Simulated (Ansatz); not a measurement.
composition GaSi15, cell Ga4Si60, held well above this temperature first, at a temperature that wasn't checked against the liquidus, so perhaps supercooled [in the run: it was liquid; mean temperature 1601 K (target 1670 K); density 2.64 g/cm³; mean pressure -0.6 GPa against a target of 0; one k-point, which a denser mesh shifts by 0.2 GPa in pressure and 0.10 eV/Å in forces]. The solute's share, one atom in sixteen, is far above doping levels in devices. Bonds are counted up to Ga-Ga 3.42 Å, Ga-Si 3.66 Å, Si-Si 3.30 Å.

Question: What distribution of Si-Si-Si angles does PBE (Ansatz, an electronic-structure program) give?

Answer: mean 98°, standard deviation 33°.
```tsv
angle (°)	p (1/°)
1.5	0.0000
4.5	0.0000
7.5	0.0000
10.5	0.0000
13.5	0.0000
16.5	0.0000
19.5	0.0000
22.5	0.0000
25.5	0.0000
28.5	0.0000
31.5	0.0000
34.5	0.0000
37.5	0.0000
40.5	0.0006
43.5	0.0030
46.5	0.0069
49.5	0.0096
52.5	0.0110
55.5	0.0106
58.5	0.0101
61.5	0.0094
64.5	0.0089
67.5	0.0088
70.5	0.0085
73.5	0.0088
76.5	0.0092
79.5	0.0095
82.5	0.0100
85.5	0.0099
88.5	0.0104
91.5	0.0106
94.5	0.0105
97.5	0.0106
100.5	0.0102
103.5	0.0099
106.5	0.0098
109.5	0.0096
112.5	0.0094
115.5	0.0088
118.5	0.0084
121.5	0.0080
124.5	0.0075
127.5	0.0073
130.5	0.0072
133.5	0.0067
136.5	0.0063
139.5	0.0061
142.5	0.0058
145.5	0.0055
148.5	0.0049
151.5	0.0046
154.5	0.0041
157.5	0.0038
160.5	0.0032
163.5	0.0029
166.5	0.0022
169.5	0.0019
172.5	0.0014
175.5	0.0008
178.5	0.0003
```
